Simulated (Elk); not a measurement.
Elk run on CaS (Fm-3m, 2 atoms in the cell): self-consistent single point.

Computed with PBE, all-electron FP-LAPW, Elk's shipped species files, APW+lo basis with extra local orbitals in Elk.

The change in words: lattice scaled by 0.97; rgkmax: 8 → 6.2. Reference geometry:
```
CELL_PARAMETERS angstrom
      0.00000     2.83498     2.83498
      2.83498     0.00000     2.83498
      2.83498     2.83498     0.00000
ATOMIC_POSITIONS crystal
  Ca 0.00000 0.00000 0.00000
  S  0.50000 0.50000 0.50000
```

Reference input (self-consistent single point, DFT, PBE, all-electron FP-LAPW, Elk's shipped species files, APW+lo basis with extra local orbitals): xctype = 20; rgkmax = 8; stype = 3; swidth = 0.000367493 Ha; ngridk = 10 10 10; gmaxvr = 14 1/bohr; nxlo = 2; lorbcnd = true; lmaxi = 2. This run's input differs from it in these lines:

```diff
@@ -7,3 +7,3 @@
 rgkmax
-  8.0
+  6.2
 
@@ -28,5 +28,5 @@
 avec
-    0.0000000000    5.3573282099    5.3573282099
-    5.3573282099    0.0000000000    5.3573282099
-    5.3573282099    5.3573282099    0.0000000000
+    0.0000000000    5.1966088927    5.1966088927
+    5.1966088927    0.0000000000    5.1966088927
+    5.1966088927    5.1966088927    0.0000000000
```

Log, with long lists cut:

```
│ Self-consistent loop started │
│ Loop number : 1 │
 total energy                :     -1084.50984209
│ Loop number : 2 │
 total energy                :     -1084.45716054
RMS change in Kohn-Sham potential (target) :   0.4376049917     (  0.1000000000E-05)
Absolute change in total energy (target)   :   0.5268155027E-01 (  0.1000000000E-03)
│ Loop number : 3 │
 total energy                :     -1083.31173086
RMS change in Kohn-Sham potential (target) :   0.3348479053     (  0.1000000000E-05)
Absolute change in total energy (target)   :    1.158600062     (  0.1000000000E-03)
│ Loop number : 4 │
   [... lines left out ...]
Absolute change in total energy (target)   :   0.3989208817E-03 (  0.1000000000E-03)
│ Loop number : 13 │
 total energy                :     -1079.83038979
RMS change in Kohn-Sham potential (target) :   0.3007798477E-06 (  0.1000000000E-05)
Absolute change in total energy (target)   :   0.1014884274E-03 (  0.1000000000E-03)
│ Loop number : 14 │
 total energy                :     -1079.83038330
RMS change in Kohn-Sham potential (target) :   0.5372300055E-07 (  0.1000000000E-05)
Absolute change in total energy (target)   :   0.3185833975E-04 (  0.1000000000E-03)
Convergence targets achieved

│ Loop number : 15 │

Energies :
 Fermi                       :     0.165883572748
 total energy                :     -1079.83038179

Density of states at Fermi energy :   0.2720993941E-06
 (states/Hartree/unit cell)

Estimated indirect band gap :   0.7542083454E-01
 from k-point      1 to k-point     31
Estimated direct band gap   :   0.1078518973
 at k-point     31

Charges :
 core                        :    20.00000000
 valence                     :    16.00000000
 interstitial                :    3.129731468
 muffin-tins (core leakage)
  species :    1 (Ca)
   atom    1                 :    18.24768601     (  0.1963548435E-07)
  species :    2 (S)
   atom    1                 :    14.62258252     (  0.7054757855E-04)
 total in muffin-tins        :    32.87026853
 total calculated charge     :    36.00253635
 total charge                :    36.00000000
 error                       :   0.2536347168E-02

│ Self-consistent loop stopped │
```

The run converged in 15 iterations. The count includes the last loop, which Elk runs after its targets are met. Against the reference run the free energy goes up by 173 meV/atom and the gap on the mesh goes from 2.281 to 2.052 eV.

The starting cell comes from a database of computed structures (which also holds hypothetical and non-ambient phases and stackings), without a prior relaxation at this level. Its lattice was rescaled by a random factor within 2.5 % of one. For this run, on top of that: lattice scaled by 0.97. Values depend on the basis (sphere radii, cutoffs, local orbitals), which need not be converged.
